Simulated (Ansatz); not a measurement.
# fcc Cu (0 0 1) on tetragonal BaTiO3 (0 0 1) (film strained to the substrate, faces as cut)

A periodic stack without vacuum, fcc Cu (0 0 1) on tetragonal BaTiO3 (0 0 1) (film strained to the substrate, faces as cut): substrate slab Ba8Ti8O24, film Cu30, surface cells [[-1, 1], [-1, -1]] and [[-3, -1], [-1, -2]], film strained by -1.8 and -1.8 %, faces BaO/OTi and Cu/Cu as cut (like faces can put a slab off its formula).

The start was prepared with a machine-learned potential, and the result is one local minimum, with the in-plane cell held and forces under 0.04 eV/Å; the film can end far from its bulk form.

All values below come from PBE (plane waves to 420 eV, PAW; Ansatz, an electronic-structure program). Spin–orbit coupling is left out; the runs are not spin-polarised; PBE gaps are too small against experiment. Its k-point mesh 5×5×1, Fermi–Dirac width 0.05 eV.

The interface area is 31.8 Å², the period is 29.43 Å and the gaps between the outermost planes at the two interfaces comes out as 1.98 and 3.26 Å. The Cu–Ti contacts across the interfaces within 1.22 times the sum of covalent radii is 9, mean 3.02 Å. The Ba–Cu contacts across the interfaces within 1.22 times the sum of covalent radii is 7, mean 3.77 Å and the Cu–O contacts across the interfaces within 1.22 times the sum of covalent radii comes out as 4, mean 2.06 Å.

```
CELL_PARAMETERS angstrom
      5.63665    -0.00001     0.01129
     -0.00001     5.63664     0.01251
      0.05901    -0.87404    29.42479
ATOMIC_POSITIONS crystal
  Ba 0.50291 0.52397 0.05683
  Ba 0.00335 0.02347 0.05681
  Ti 0.50170 0.03582 0.12514
  Ti 0.00174 0.53544 0.12516
  O  0.50259 0.01882 0.06402
  O  0.00360 0.51647 0.06410
  O  0.75052 0.27642 0.13083
  O  0.25079 0.77631 0.13072
  O  0.25269 0.27623 0.13092
  O  0.75281 0.77646 0.13063
  Ba 0.50017 0.54178 0.19891
  Ba 0.00026 0.04174 0.19893
  Ti 0.49878 0.05868 0.26767
  Ti 0.99872 0.55877 0.26762
  O  0.50025 0.03637 0.20554
  O  0.99990 0.53665 0.20549
  O  0.74724 0.28778 0.27389
  O  0.24700 0.78799 0.27382
  O  0.25027 0.28799 0.27384
  O  0.75005 0.78777 0.27387
  Ba 0.49715 0.55818 0.34126
  Ba 0.99721 0.05810 0.34127
  Ti 0.49596 0.07471 0.40994
  Ti 0.99546 0.57416 0.40947
  O  0.49684 0.05126 0.34766
  O  0.99731 0.55187 0.34740
  O  0.74293 0.30498 0.41597
  O  0.24516 0.80074 0.41626
  O  0.24533 0.30154 0.41614
  O  0.74918 0.80412 0.41609
  Ba 0.49283 0.57278 0.48364
  Ba 0.99528 0.07300 0.48361
  Ti 0.49551 0.08838 0.55116
  Ti 0.98977 0.59141 0.55281
  O  0.49645 0.06729 0.48874
  O  0.99169 0.56553 0.49074
  O  0.77288 0.27950 0.55935
  O  0.20884 0.85060 0.55839
  O  0.27947 0.34717 0.55885
  O  0.70878 0.78350 0.55892
  Cu 0.88329 0.90090 0.69370
  Cu 0.48859 0.08754 0.68888
  Cu 0.67562 0.48349 0.69379
  Cu 0.30094 0.69352 0.69369
  Cu 0.09322 0.27560 0.69378
  Cu 0.98883 0.58094 0.64293
  Cu 0.61533 0.77982 0.62650
  Cu 0.79220 0.20442 0.62697
  Cu 0.36291 0.38066 0.62709
  Cu 0.19188 0.95239 0.62660
  Cu 0.88670 0.90635 0.81979
  Cu 0.48549 0.10652 0.82004
  Cu 0.68550 0.50720 0.81976
  Cu 0.28548 0.70531 0.81977
  Cu 0.08460 0.30636 0.81972
  Cu 0.98694 0.59733 0.75563
  Cu 0.58824 0.79942 0.75691
  Cu 0.78479 0.19855 0.75686
  Cu 0.38555 0.39528 0.75684
  Cu 0.18905 0.99596 0.75687
  Cu 0.88312 0.92366 0.94421
  Cu 0.48356 0.12464 0.94619
  Cu 0.68270 0.52496 0.94443
  Cu 0.28278 0.72432 0.94504
  Cu 0.08231 0.32397 0.94561
  Cu 0.98475 0.61483 0.88270
  Cu 0.58371 0.81607 0.88294
  Cu 0.78381 0.21570 0.88309
  Cu 0.38347 0.41449 0.88325
  Cu 0.18525 0.01591 0.88319
```
